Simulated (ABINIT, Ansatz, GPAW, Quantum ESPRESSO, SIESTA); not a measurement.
# Code comparison for YSe (Fm-3m, 2 atoms in the cell)

Self-consistent single point.

```xyz
2
Lattice="0.0000 2.8784 2.8784 2.8784 0.0000 2.8784 2.8784 2.8784 0.0000" Properties=species:S:1:pos:R:3 pbc="T T T"
Y      2.8784     2.8784     2.8784
Se     0.0000     0.0000     0.0000
```

Shared settings, as Ansatz (an electronic-structure program) writes them: kpoints.mp_grid.grid = 6 6 6; scf.occupations.method = gaussian; scf.occupations.width = 0.2 eV. Potentials and cutoffs stand in the table.

| code | model | pressure (GPa) | cutoff |
|---|---|---|---|
| Quantum ESPRESSO | PBEsol, SSSP 1.1.2 precision (PBE) pseudopotentials | -2.77 | 50 Ry |
| SIESTA | GGA PBEsol, numerical atomic orbitals DZP, PseudoDojo PBEsol standard norm-conserving potentials (rewritten from UPF to PSML) | -1.42 | grid 350 Ry |
| ABINIT | PBEsol, PAW (JTH v2.0 PBE PAW, files made for PBE) | -2.91 | 20 Ha |
| GPAW | PBEsol, GPAW PAW datasets PBEsol (made by gpaw-setup) | -3.10 | 550 eV |
| Ansatz | PBEsol, PAW files made with PBE | -2.84 | default |

The spread over the programs that give each value: pressure within 1.68 GPa.

SIESTA uses small atom-centred bases, whose incompleteness enters pressures, forces and empty levels differently from a plane-wave cutoff. Ansatz's pressure is given at a fixed set of plane waves, as the other plane-wave codes print theirs. In the pressure, SIESTA (by 1.46) lies more than 1 GPa from the median of the plane-wave programs.

On the base mesh (8 8 8) the same programs gave: Ansatz pressure -2.73 GPa; Quantum ESPRESSO pressure -2.66 GPa; ABINIT pressure -2.80 GPa; GPAW pressure -2.99 GPa; SIESTA pressure -1.26 GPa.

The starting cell comes from a database of computed structures (which also holds hypothetical and non-ambient phases and stackings), without a prior relaxation at this level.

Left out of this page: CP2K (on another mesh); Elk and FLEUR (not drawn, or without a comparable value).

Keys are those of Ansatz 0.2.
